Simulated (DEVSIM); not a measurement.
Structure: Au/SiO2/p-InP capacitor, at 300 K.

Layer 1 from the left is SiO2, thickness (nm) 1.20. Layer 2 from the left is InP, thickness (nm) 590, Na (cm⁻³) 1.1e18.

Metal gate on the left, work function 5.1 eV. Fixed charge at the semiconductor interface 4.5e10 cm⁻² (in units of +e); interface traps 4.9e10 cm⁻² eV⁻¹, uniform in energy, neutral level at 0.3 of the gap above the valence band.

The device is made up for the run: typed textbook-type constants, with dimensions and the other settings drawn at random. Values at 300 K.

SiO2: gap (eV) 9, affinity (eV) 0.9, permittivity 3.9. InP: gap (eV) 1.344, affinity (eV) 4.38, permittivity 12.5, Nc (cm⁻³) 5.7e17, Nv (cm⁻³) 1.1e19.

DEVSIM, 1D Poisson equation in equilibrium, Boltzmann statistics, complete ionisation; no quantum confinement or tunnelling. Metal contacts follow the ideal Schottky-Mott rule: no Fermi-level pinning, no interface dipoles.

Question: What does the simulation give for the minimum of the low-frequency capacitance, the flat-band voltage?

Answer: minimum of the low-frequency capacitance 0.276 μF/cm²; flat-band voltage -0.57 V.
